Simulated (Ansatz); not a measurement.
BiFeO3 (model structure, Cc, No. 9, 10 atoms in the cell), treated with PBEsol in Ansatz (PAW).

Settings: plane-wave cutoff 520 eV, 8×8×8 k mesh, Fermi–Dirac smearing 0.01 eV, spin-polarised with opposed moments, scalar-relativistic PAW data made under PBE.

Cell (relaxed with PBEsol):

```cif
data_Bi2Fe2O6
_chemical_formula_sum 'Bi2 Fe2 O6'
_space_group_name_H-M_alt 'P 1'
_space_group_IT_number 1
_cell_length_a 5.29295
_cell_length_b 5.28383
_cell_length_c 5.89993
_cell_angle_alpha 114.042
_cell_angle_beta 116.651
_cell_angle_gamma 90.000
loop_
_space_group_symop_operation_xyz
  'x, y, z'
loop_
_atom_site_label
_atom_site_type_symbol
_atom_site_fract_x
_atom_site_fract_y
_atom_site_fract_z
_atom_site_occupancy
Bi1 Bi 0.02850 0.05445 0.50778 1
Fe1 Fe 0.73347 0.22498 0.93524 1
O1 O 0.96829 0.39181 0.32991 1
O2 O 0.41111 0.91361 0.82052 1
O3 O 0.89712 0.90766 0.80156 1
Bi2 Bi 0.47929 0.55445 0.50778 1
Fe2 Fe 0.20176 0.72498 0.93524 1
O4 O 0.36162 0.89181 0.32991 1
O5 O 0.90444 0.40766 0.80156 1
O6 O 0.40941 0.41361 0.82052 1
```
Starting moments (μB, in the order of the record's atoms Bi Fe O O O Bi Fe O O O): 0.0 4.2 0.0 0.0 0.0 0.0 -4.2 0.0 0.0 0.0.

**Question.** What does this level give for the band gap and direct gap at Γ?

**Answer.** 
- band gap = 0.63 eV
- direct gap at Γ = 0.92 eV

Note: the magnetic order was assumed, not searched for or taken from measurement; the relaxation could raise the start's symmetry but not lower it, so the cell can be a saddle point; without U or exact exchange, gaps and moments of open d shells tend to come out too small.

Spin–orbit coupling is not included; with these elements it can move the gap by several tenths of an eV or more.

Computed values are for the static lattice.

It cost about 20 core-minutes (a rough figure) of CPU time.

A model structure was made by putting elements into a prototype or built by hand; it is no filed structure, need not be a known phase, and can be a saddle point held by its symmetry.

Ansatz is an electronic-structure program.
